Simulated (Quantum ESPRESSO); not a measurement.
A user runs Quantum ESPRESSO on MgZn3S4 (Pm, 8 atoms in the cell) and asks whether the run is sound. The aim is a self-consistent single point with DFT, PBEsol, plane waves, GBRV 1.5 ultrasoft (PBESOL) pseudopotentials.

Cell that was meant: a = 6.3123 Å, b = 3.8545 Å, c = 6.6932 Å, α = 90.00°, β = 90.05°, γ = 90.00°.

Part of the input:

```fortran
    nbnd = 51
/
&electrons
    conv_thr = 1.0d-2
    mixing_beta = 0.5
/
ATOMIC_SPECIES
```

Log, with long lists cut:

```
     Message from routine setup:
     using ibrav=0 with symmetry is DISCOURAGED, use correct ibrav instead
     G-vector sticks info
   [... lines left out ...]
        k(    1) = (   0.0000000   0.0000000   0.0000000), wk =   0.0666667
        k(    2) = (   0.0000000   0.0000000  -0.4715430), wk =   0.0666667
        k(    3) = (   0.0000000   0.3275304   0.0000000), wk =   0.1333333
   [... 9 lines left out ...]

     Dense  grid:    73427 G-vectors     FFT dimensions: (  64,  40,  64)

     Smooth grid:    52427 G-vectors     FFT dimensions: (  54,  36,  60)

     Initial potential from superposition of free atoms

     starting charge      93.6992, renormalised to      94.0000
     Self-consistent Calculation

     iteration #  1     ecut=    50.00 Ry     beta= 0.50

---- Real-time Memory Report at c_bands before calling an iterative solver
           306 MiB given to the printing process from OS
           136 MiB allocation reported by mallinfo(arena+hblkhd)
------------------

     Threshold (ethr) on eigenvalues was too large:
     Diagonalizing with lowered threshold

---- Real-time Memory Report at c_bands before calling an iterative solver
           390 MiB given to the printing process from OS
   [... lines left out ...]

---- Real-time Memory Report at c_bands before calling an iterative solver
           401 MiB given to the printing process from OS
           159 MiB allocation reported by mallinfo(arena+hblkhd)
------------------

     total energy              =   -1605.39708283 Ry
     estimated scf accuracy    <       0.28919117 Ry

     iteration #  3     ecut=    50.00 Ry     beta= 0.50

---- Real-time Memory Report at c_bands before calling an iterative solver
           408 MiB given to the printing process from OS
           165 MiB allocation reported by mallinfo(arena+hblkhd)
------------------
     End of self-consistent calculation

     highest occupied, lowest unoccupied level (ev):     5.7460    7.9629

!    total energy              =   -1605.44121763 Ry
     estimated scf accuracy    <       0.00894002 Ry

     convergence has been achieved in   3 iterations

     Forces acting on atoms (cartesian axes, Ry/au):

     atom    1 type  1   force =    -0.00327976    0.00000000   -0.00236166
     atom    2 type  2   force =    -0.01746510    0.00000000    0.00615614
     atom    3 type  2   force =     0.02992614    0.00000000    0.00485587
     atom    4 type  2   force =     0.00234151    0.00000000   -0.00644261
     atom    5 type  3   force =    -0.01716062    0.00000000    0.00292631
   [... lines left out ...]
     Total force =     0.050886     Total SCF correction =     0.086460
   [... lines left out ...]

          total   stress  (Ry/bohr**3)                   (kbar)     P=      265.56
   0.00180373   0.00000000   0.00000257          265.34        0.00        0.38
   0.00000000   0.00180481   0.00000000            0.00      265.50        0.00
   0.00000257   0.00000000   0.00180718            0.38        0.00      265.85

   JOB DONE.
```

Task: Is this run sound? If not, what is wrong?

Result: The run is not sound. The fault is a convergence threshold that is too loose. A loop that stops early leaves an energy error of second order in the density error, but errors of first order in forces and stress. To fix it, tighten the threshold. The run converged in 3 iterations without an error; against the sound input the free energy goes up by 4.3 meV/atom, the pressure goes from -1.30 to 26.56 GPa, the largest force goes from 0.100 to 0.779 eV/Å and the gap on the mesh goes from 2.232 to 2.217 eV. The full log also holds: “SCF correction compared to forces is large: reduce conv_thr to get better values”.

The sound input it was made from differs as follows (other fixes are possible):
```diff
-    conv_thr = 1.0d-2
+    conv_thr = 1e-10
```

With that input, the run converged in 14 iterations: free energy E − TS -21843.1750 eV; top of the valence band (on the code's own zero) 5.74 eV; gap on the k-point mesh 2.23 eV; pressure -1.30 GPa; largest force (vector length) 0.100 eV/Å (DFT, PBEsol, plane waves, GBRV 1.5 ultrasoft (PBESOL) pseudopotentials).

On the sound input: the starting cell comes from a database of computed structures (which also holds hypothetical and non-ambient phases and stackings), without a prior relaxation at this level.
